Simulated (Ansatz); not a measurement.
Start from ZnGeP$_{2}$ in the chalcopyrite structure (space group I-42d, No. 122; a = 5.3740 Å, c = 10.6255 Å). Axes: x, y, z lie along a, b, c of the conventional cell.

Calculations: DFT with LDA, PAW potentials and a 420 eV plane-wave cutoff in Ansatz (a quantum-chemistry and plane-wave program), no SOC.

Before the change:

- Smallest direct gap: 1.18 eV
- Valence-band top at Γ: 0.00, -0.07, -0.07 eV

It is then changed as follows: tensor shear ε_xz = +1.60 % (engineering shear γ = 0.0320); the atoms relax in the strained cell.

**Question.** How does this affect the stress?

**Answer.** The stress (xx, yy, zz, yz, xz, xy; compression positive) amounts to (0.04, -0.01, 0.04, 0.00, -2.24, 0.00) GPa.

**Question.** Estimate the effect on the smallest direct gap.

**Answer.** The smallest direct gap drops by 0.11 eV to 1.07 eV.

**Question.** What does the calculation give for the valence-band top at Γ after the change?

**Answer.** The valence-band top at Γ (three highest levels, from the VBM) becomes 0.00, -0.19, -0.28 eV (base: 0.00, -0.07, -0.07 eV).

No phonon test of stability was made.
